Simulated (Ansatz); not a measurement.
The parent structure is CdSe in the zinc blende structure (space group F-43m, No. 216).

```
CdSe
1.0
    0.00000     3.09821     3.09821
    3.09821     0.00000     3.09821
    3.09821     3.09821     0.00000
Cd Se
1 1
Direct
  0.00000   0.00000   0.00000
  0.25000   0.25000   0.25000
```

Cartesian axes are those of the cell as printed.

Method: Ansatz (a first-principles code), PBE, PAW, cutoff 420 eV, no SOC.

It is then changed as follows: the cell is scaled by 0.9800 in all directions, atoms relaxed at fixed cell.

Q: Predict the stress tensor and what it implies for the stiffness.

A: Stress of the strained cell less that of the base (GPa, compression positive):
```
   3.12    0.00    0.00
   0.00    3.12    0.00
   0.00    0.00    3.12
```

Then B = −ΔP/(ΔV/V₀) with ΔV/V₀ = -0.0588 gives secant stiffness values (nonlinear terms included at this strain): B ≈ 53 GPa.

As a check, the harmonic strain energy −½ V₀ Δσ:ε is 17 meV/atom; the computed energy rise is 16 meV/atom.

No phonon test of stability was made.
